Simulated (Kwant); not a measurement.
Device: quantum point contact (saddle potential) in a GaAs two-dimensional gas. Effective mass 0.067 mₑ, grid spacing 6.2 nm, hard walls, nominal width 150 nm (25 grid rows, so walls 161.2 nm apart), one parabolic valley, scattering region 450 nm long along x; energies count from the band bottom; Fermi energy 0.00334 eV. Potential (V0 + ½k y²) cos²(πx/L) for |x| < L/2, with V0 swept from 0.003507 to 0 eV, k = 5e-06 eV/nm², L = 220 nm. Perpendicular field 0.16 T, also in the leads; orbital effect alone.

Constants are typed, rounded textbook-type inputs, not results; the design itself was drawn at random and stands for no fabricated device.

Model: effective-mass tight-binding model on a square grid, one spin, coherent transport at 0 K (Kwant). Conductance is in e²/h.

Sweep values stay those of the base run.

The Fermi energy was swept, all else fixed.

| Fermi energy (eV) | G (e²/h) at V0 = 0.9149 meV | mean G (e²/h) over the sweep | G (e²/h) at V0 = 1.779 meV | G (e²/h) at V0 = 2.643 meV |
|---|---|---|---|---|
| 0.0017 | 0.044 | 0.16 | 0.00029 | 6.1e-6 |
| 0.0023 | 0.82 | 0.33 | 0.016 | 0.00024 |
| 0.0028 | 0.99 | 0.47 | 0.28 | 0.0042 |
| 0.00334 | 1.00 | 0.63 | 0.90 | 0.074 |
| 0.004 | 1.06 | 0.94 | 1.00 | 0.71 |
| 0.005 | 1.95 | 1.40 | 1.16 | 1.00 |
| 0.0067 | [?] | [?] | [?] | [?] |

Complete the blanks.


- 0.0067, G (e²/h) at V0 = 0.9149 meV: 2.36
- 0.0067, mean G (e²/h) over the sweep: 2.12
- 0.0067, G (e²/h) at V0 = 1.779 meV: 2.01
- 0.0067, G (e²/h) at V0 = 2.643 meV: 1.90
